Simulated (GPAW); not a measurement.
GPAW run on PdRh (R-3m, 2 atoms in the cell): self-consistent single point.

Method: PBEsol, GPAW PAW datasets PBEsol (made by gpaw-setup) (plane waves; GPAW).

The change in words: lattice scaled by 0.98. Reference geometry:
```xyz
2
Lattice="1.3566 0.7832 4.4215 -1.3566 0.7832 4.4215 0.0000 -1.5665 4.4215" Properties=species:S:1:pos:R:3 pbc="T T T"
Pd     0.0000     0.0000     0.0000
Rh     0.0000     0.0000     6.6323
```

Reference input (self-consistent single point, DFT PBEsol, plane waves, GPAW PAW datasets PBEsol (made by gpaw-setup)): mode = pw; ecut = 550 eV; xc = PBEsol; kpts = 14 14 14; mesh shift (steps) = 0 0 0; occupations.name = methfessel-paxton; occupations.width = 0.05 eV; occupations.order = 0; nbands = -6; symmetry.symmorphic = false; symmetry.tolerance = 0.0005; maxiter = 100. This run's input differs from it in these lines:

```diff
@@ -5,7 +5,7 @@
 atoms = Atoms(['Pd', 'Rh'],
-              cell=[[1.356596, 0.783231, 4.421525],
-                    [-1.356596, 0.783231, 4.421525],
-                    [0.000000, -1.566462, 4.421525]],
+              cell=[[1.329464, 0.767566, 4.333094],
+                    [-1.329464, 0.767566, 4.333094],
+                    [0.000000, -1.535133, 4.333094]],
               positions=[[0.000000, 0.000000, 0.000000],
-                         [0.000000, 0.000000, 6.632288]],
+                         [0.000000, -0.000001, 6.499641]],
               pbc=True)
```

Output, abridged:

```
     iter     time        total  log10-change:
                         energy   eigst   dens
iter:   1 --:--:--   -16.486366
iter:   2 --:--:--   -14.221005   -1.15  -1.15
iter:   3 --:--:--   -13.322398   -1.33  -1.27
iter:   4 --:--:--   -12.661827   -1.49  -1.44
iter:   5 --:--:--   -12.573127   -1.61  -1.72
iter:   6 --:--:--   -12.552282   -3.22  -2.20
iter:   7 --:--:--   -12.516352   -2.57  -2.26
iter:   8 --:--:--   -12.515564   -3.60  -2.90
iter:   9 --:--:--   -12.514767c  -4.44  -2.93
iter:  10 --:--:--   -12.514531c  -4.40  -2.94
iter:  11 --:--:--   -12.514535c  -4.76  -3.15
iter:  12 --:--:--   -12.514575c  -4.84  -3.47
iter:  13 --:--:--   -12.514587c  -5.26  -3.84
iter:  14 --:--:--   -12.514583c  -5.84  -3.87
iter:  15 --:--:--   -12.514581c  -6.51  -4.35c
iter:  16 --:--:--   -12.514581c  -7.43c -4.44c
Converged after 16 iterations.

Dipole moment: (0.000000, -0.000003, 0.000000) |e|*Ang

Energy contributions relative to reference atoms: (reference = -267230.261632)

Kinetic:         +1.782834
Potential:       -6.996799
External:        +0.000000
XC:              -7.064818
Entropy (-ST):   -0.004323
Local:           -0.233636
SIC:             +0.000000
--------------------------
Free energy:    -12.516742
Extrapolated:   -12.514581

Showing only first 2 kpts
 Kpt  Band  Eigenvalues  Occupancy
  0    13     10.49747    2.00000
  0    14     10.49748    2.00000
  0    15     12.19900    0.00000
  0    16     12.19905    0.00000

  1    13     10.01871    2.00000
  1    14     10.44399    2.00000
  1    15     10.58531    2.00000
  1    16     12.10834    0.00000

Fermi level: 11.85993

No gap
No difference between direct/indirect transitions
Energy (eV): -12.514581

Forces in eV/Ang:
  0 Pd    0.00000   -0.00000   -0.00000
  1 Rh   -0.00000   -0.00000   -0.00000

Stress tensor:
    -0.107331     0.000000     0.000000
    -0.000000    -0.107331    -0.000000
     0.000000    -0.000000    -0.107981
Stress (GPa, Voigt): [-17.1963 -17.1963 -17.3005  -0.       0.       0.    ]
```

The run converged in 16 iterations. GPAW prints stress with tension positive. Against the reference run the free energy goes up by 41.6 meV/atom and the pressure goes from -0.17 to 17.23 GPa.

The starting cell comes from a database of computed structures (which also holds hypothetical and non-ambient phases and stackings), without a prior relaxation at this level. Its lattice was rescaled by a random factor within 2.5 % of one. For this run, on top of that: lattice scaled by 0.98. Spin polarisation is off. With a pressure of about 17 GPa the cell is away from its equilibrium volume at this level.

Cost on one core of a shared machine: roughly 2 min.
